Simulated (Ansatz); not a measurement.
An Ansatz (an electronic-structure program) input (plane-wave PAW DFT at the LDA level (Ansatz, 420 eV), without spin-orbit coupling):

Ansatz 0.2 input:
```yaml
crystal:
  lattice:
    - [3.0950554499, 0, 0]
    - [-1.547527725, 2.6803966457, 0]
    - [0, 0, 5.0458517727]
  atoms:
    - { symbol: Ga, position: [0.3333333333, 0.6666666667, 0.0002953559] }
    - { symbol: Ga, position: [0.6666666667, 0.3333333333, 0.5002953559] }
    - { symbol: N, position: [0.3333333333, 0.6666666667, 0.3767046441] }
    - { symbol: N, position: [0.6666666667, 0.3333333333, 0.8767046441] }
basis: { ecutwfc: 420, ecutrho_ratio: 4, xc_grid: 2, fft_grid_basis: typed }
kpoints: { mp_grid: { grid: [12, 12, 7] } }
hamiltonian:
  xc: lda
  dispersion: none
  pseudopotentials: { kind: paw }
scf: { occupations: { method: fermi_dirac, width: 0.05 }, convergence: { dr2_threshold: 0.0000000004 } }
relax: { f_tol: 0.005, max_steps: 50 }
output: { forces: true, stress: true }
checkpoint: { write: state.ck, write_every: 1000 }
```

Q: Which symmetry and how many k-points will the program report, and about how many plane waves at Γ?

A: Space group P63mc (ITA 186) with 12 operations, k-points 76 of 1008, and 809 plane waves at Γ.

Q: And the final pressure?

A: 12.43 GPa (compression positive).

The cells carry an imposed strain or load. Stability against distortions was not tested. The cell was made from GaN in the wurtzite structure (space group P6_3mc, No. 186) by this change: isotropic strain −1.80 %.
